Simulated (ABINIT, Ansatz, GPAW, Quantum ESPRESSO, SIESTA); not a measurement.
## One structure in several programs: Cu (Fm-3m, 1 atom in the cell)

Self-consistent single point.

```
CELL_PARAMETERS angstrom
      0.00000     1.77655     1.77655
      1.77655     0.00000     1.77655
      1.77655     1.77655     0.00000
ATOMIC_POSITIONS crystal
  Cu 0.00000 0.00000 0.00000
```

Shared settings, as Ansatz (a program for electronic structure) writes them: kpoints.mp_grid.grid = 21 21 21; scf.occupations.method = fermi_dirac; scf.occupations.width = 0.1 eV. Potentials and cutoffs stand in the table.

```json
[
 {"code": "Quantum ESPRESSO", "model": "LDA (PZ), PSlibrary ultrasoft (LDA) pseudopotentials", "pressure (GPa)": "-4.67", "cutoff": "55 Ry"},
 {"code": "SIESTA", "model": "LDA PW92, numerical atomic orbitals DZP, PseudoDojo LDA standard norm-conserving potentials (rewritten from UPF to PSML)", "pressure (GPa)": "-11.03", "cutoff": "grid 300 Ry"},
 {"code": "Ansatz", "model": "LDA (PW92), default PAW files made with PBE", "pressure (GPa)": "-5.30", "cutoff": "default"},
 {"code": "ABINIT", "model": "LDA (PW92), PAW (JTH v2.0 LDA PAW)", "pressure (GPa)": "-5.75", "cutoff": "816 eV"},
 {"code": "GPAW", "model": "LDA (Perdew-Wang 92), GPAW PAW datasets LDA (gpaw-data 1.0.1)", "pressure (GPa)": "-4.26", "cutoff": "850 eV"}
]
```

On Ansatz's run: spin polarisation is off.

The spread over the programs that give each value: pressure within 6.77 GPa.

SIESTA uses small atom-centred bases, whose incompleteness enters pressures, forces and empty levels differently from a plane-wave cutoff. Ansatz's pressure is given at a fixed set of plane waves, as the other plane-wave codes print theirs; with its correction for the finite basis it is -5.20 GPa. The same LDA comes in different parametrisations, which differ slightly. In the pressure, SIESTA (by 6.04) lies more than 1 GPa from the median of the plane-wave programs.

The starting cell comes from a database of computed structures (which also holds hypothetical and non-ambient phases and stackings), without a prior relaxation at this level. Its lattice was rescaled by a random factor within 2.5 % of one.

Left out of this page: Elk and FLEUR (not drawn, or without a comparable value).

Keys are those of Ansatz 0.2.
